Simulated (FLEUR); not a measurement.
**Tetragonal strain at fixed volume: rock-salt MgO (space group 225) (FLEUR, LDA)**

```
CELL_PARAMETERS angstrom
      0.00000     2.02919     2.18932
      2.02919     0.00000     2.18932
      2.02919     2.02919     0.00000
ATOMIC_POSITIONS crystal
  Mg 0.00000 0.00000 0.00000
  O  0.50000 0.50000 0.50000
```

Computed with LDA (Perdew-Zunger), all-electron FLAPW (FLEUR), scalar-relativistic valence (FLEUR). Settings: Kmax = 4.9 1/bohr; GmaxXC = 17.2 1/bohr; xcFunctional = pz; jspins = 1; l_soc = F; mode = hist; fermiSmearingEnergy = 0.00036749 Htr; mesh (inpgen div1-3) = 16 16 16; inpgen gamma flag = true; Gmax = 17.2 1/bohr; numbands = 0; maxIterBroyd = 25; imix = Anderson; alpha = 0.05; precondParam = 0; minDistance = 1e-05 me/bohr^3. The cell above is the first row's. The rows deform the cubic crystal at fixed volume: two cube axes by 1 + δ, the third by (1 + δ)⁻². E is the free energy at the stated smearing above the cubic cell, and y = E/δ². In all rows fractional positions and the k mesh are held.

```
δ (%)  y (meV/atom per %²)
-----  -------------------
-2.5                     ?
-2.0                 3.768
-1.5                 3.800
-1.0                 3.818
1.0                  4.052
1.5                  4.097
2.0                  4.158
2.5                  4.228
```

The 7 complete rows are fitted with a straight line, y against δ. Means: δ 0.35714, y 3.9887. About the means, the sum of products is 2.0577 and the sum of squares of δ is 19.857; the slope is their ratio. Least squares gives y = 3.9517 + 0.10363·δ. Residuals (row less fit): 0.0236, 0.0037, -0.0301, -0.0033, -0.0101, -0.0010, 0.0172; standard error 0.0194 (degrees of freedom: 5). To second order E = 3(C11 - C12)·V·δ², so the intercept gives, with V = 9.015 Å^3/atom and δ in per cent, C11 - C12 = 3.9517 × 10⁴ × 0.160218 / (3 × 9.015) = 234 GPa. The slope measures the third-order term; a fourth-order term enters the intercept as a small bias.

Problem. Estimate the missing y (δ = -2.5); what did the run itself give?

Solution. y = 3.9517 + 0.10363 × (-2.5) = 3.6926 meV/atom per %². The calculation gives 3.733 meV/atom per %², 0.0404 meV/atom per %² above the prediction (8.2 % of the range of y in the table). The row lies outside the fitted rows, so this is an extrapolation. From the scatter of the fitted rows alone, a prediction at this place has a standard error of 0.0242 meV/atom per %², so the miss is 1.7 times that.

Carrying the step between the two nearest rows on in a straight line would have given 3.736, off by 0.003; series whose last step already gives the withheld value aren't shown. The reference cell has the volume at which an earlier scan in this program and functional put its minimum by a fit (its basis settings may differ). The runs keep the symmetry of the cell, so they don't test it for distortions. Values depend on the basis (sphere radii, cutoffs, local orbitals), which need not be converged. Cutoffs and mesh are single choices, not tested for convergence of this quantity. Series with a scatter that would blur these digits, or in which a gap closes, are not shown. Strain series were run only where this level's volume lies within 10 % of a first guess from the measured size.
